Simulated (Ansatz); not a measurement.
Consider PbSe in the rock salt structure (space group Fm-3m, No. 225).

```
PbSe
1.0
    0.00000     3.08885     3.08885
    3.08885     0.00000     3.08885
    3.08885     3.08885     0.00000
Se Pb
1 1
Direct
  0.00000   0.00000   0.00000
  0.50000   0.50000   0.50000
```

Cartesian axes are those of the cell as printed.

The values are results of r2SCAN, PAW, 500 eV (Ansatz, a quantum-chemistry and plane-wave program; scalar-relativistic without spin-orbit coupling), earlier PAW set, not measurements.

Base values:

The valley order is L along ⟨111⟩ 0.67 eV; a point along ⟨110⟩, about 0.6 Å⁻¹ from Γ 1.47 eV and the pressure is -0.01 GPa.

The change: the cell is compressed by 4.93 % along z with no lateral relaxation, atoms relaxed at fixed cell.

### Question
What does the calculation give for the valley order, pressure and energy relative to the base after the change?

### Answer
The valley order (the lowest conduction-band minima on the path, energy above the VBM, named in the base's zone) becomes L along [1-11] 0.41 eV; a point along [1-10], about 0.6 Å⁻¹ from Γ 1.29 eV (base: L along ⟨111⟩ 0.67 eV; a point along ⟨110⟩, about 0.6 Å⁻¹ from Γ 1.47 eV); the pressure (mean of the normal stresses, compression positive) increases by 3.35 GPa, from -0.01 GPa to 3.34 GPa; the energy goes up by 35 meV/atom.

With Pb present, leaving out spin-orbit coupling can change the band edges. The levels and masses belong to the bands next to the band gap. The cells carry an imposed strain or load. Whether these cells are dynamically stable was not tested.
